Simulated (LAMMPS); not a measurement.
An MD run on Al (fcc), 4000 atoms, at 560 K and 2 GPa, heated as the crystal.

Level of theory: classical MD, pair style eam/alloy, file AlCu.eam.alloy (LAMMPS).

Starting crystal:

Al is modelled in the cubic space group Fm-3m (No. 225), the fcc (Cu type) structure, Pearson symbol cF4. Cell: a = b = c = 4.0500 Å, α = β = γ = 90.00°. Al on 4a has 12 Al at 2.864 Å (cuboctahedral). (Neighbours: up to the widest gap in distance over summed covalent radii, below 1.35, at either atom.)

Task: Estimate the state found, the volume per atom, the density, the first peak of g(r) for this model.

Result: state found: crystal; no diffusion seen in 30 ps; volume per atom: 16.9363 ± 0.0007 Å³/atom; density: 2.6454 ± 0.0001 g/cm³; first peak of g(r): 2.84 Å, height 4.4.

Caution: a run this short can hold a crystal over, or a liquid under, the potential's own melting point, which these runs don't give.
